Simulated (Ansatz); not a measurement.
The reference is YN in the rock salt structure (space group Fm-3m, No. 225; a = 4.856 Å).

Method: PBEsol, PAW, 420 eV (Ansatz, an electronic-structure program; scalar-relativistic without spin-orbit coupling).

Base values:

- Volume per atom = 14.31 Å³
- Band gap = 0.08 eV

Modification: full substitution Y → Nb; the structure is relaxed again.

Problem. How does this affect the volume per atom and band gap?

Solution. The volume per atom decreases by 3.81 Å³, from 14.31 Å³ to 10.50 Å³; the band gap goes from 0.08 eV to zero.

Whether these cells are dynamically stable was not tested. The final runs are not spin-polarised. The zero or small gap of YN can change with the level of theory.
